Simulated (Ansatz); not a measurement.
Levels about the gap of amorphous In₂₄O₃₉Y₂ (65 atoms in a cell of 925 Å³, 6.39 g/cm³; zone centre alone, so wide bands show as single levels with stretches between that a denser mesh fills), at the geometry that PBE relaxed, where it gives 1.6 GPa on a denser mesh. The participation number counts the atoms over which a state spreads; weights are charges in smoothed Voronoi cells. The levels come from a single point, so bond lengths are those of that geometry. Method of the levels: PBE, scalar-relativistic without spin-orbit coupling (Ansatz, a quantum-chemistry and plane-wave program). Sampling: the zone centre alone; Fermi-Dirac width 0.02 eV; no spin polarisation. At PBE the levels at the filled edge of the gap are localised (band-tail or defect states), and the nearest spread-out levels lie 1.0 eV apart at the zone centre.

It comes from a melt-quench run on a machine-learned potential (CHGNet), relaxed afterwards by DFT. O atoms were pushed apart under 1.9 Å during the dynamics, to hinder bonds among them. The hot cell started wider than the set density and was brought back towards it in steps. It is the lowest in DFT energy of 2 quenches. It is a model cell: composition and starting density were chosen by hand, and all elements were melted together. No dispersion term was used. Its density started from a set value of 6.39 and ended at 6.39 g/cm³. The simulated quench (nominally 330 K/ps over its main leg) is rapid and tends to freeze in more defects than a deposited or slowly cooled glass has. A cell of this size samples the disorder only roughly. The volume was held where the preparation left it, at a PBE pressure of 1.6 GPa. Stress components on the final sampling reach 2.6 GPa. Cycles of charging lowered its energy after that relaxation.

```csv
"E - E(highest filled), eV",filling,participation number,largest on,weight O,weight In,weight Y
-0.51,filled,22.0,"O, 3 neighbours",0.94,0.06,0.00
-0.45,filled,19.1,"O, 3 neighbours",0.94,0.06,0.00
-0.42,filled,17.4,"O, 3 neighbours",0.94,0.06,0.00
-0.41,filled,10.3,"O, 3 neighbours",0.94,0.05,0.00
-0.38,filled,13.4,"O, 3 neighbours",0.94,0.06,0.00
-0.33,filled,5.5,"O, 3 neighbours",0.96,0.04,0.00
0.00,filled,3.8,"O, 3 neighbours",0.95,0.04,0.01
0.66,empty,61.7,"In, 4 neighbours",0.57,0.41,0.02
3.27,empty,28.6,"In, 4 neighbours",0.62,0.37,0.01
3.40,empty,34.1,"In, 4 neighbours",0.61,0.38,0.01
3.53,empty,37.8,"In, 5 neighbours",0.61,0.38,0.01
3.56,empty,47.6,"In, 6 neighbours",0.62,0.37,0.02
3.74,empty,48.5,"In, 5 neighbours",0.61,0.38,0.01
3.93,empty,46.7,"In, 6 neighbours",0.61,0.37,0.02
```

Most localised among these is the filled level at +0.00 eV, on a O atom, which has 3 neighbours (In 2.05 Å, In 2.13 Å, Y 2.19 Å).
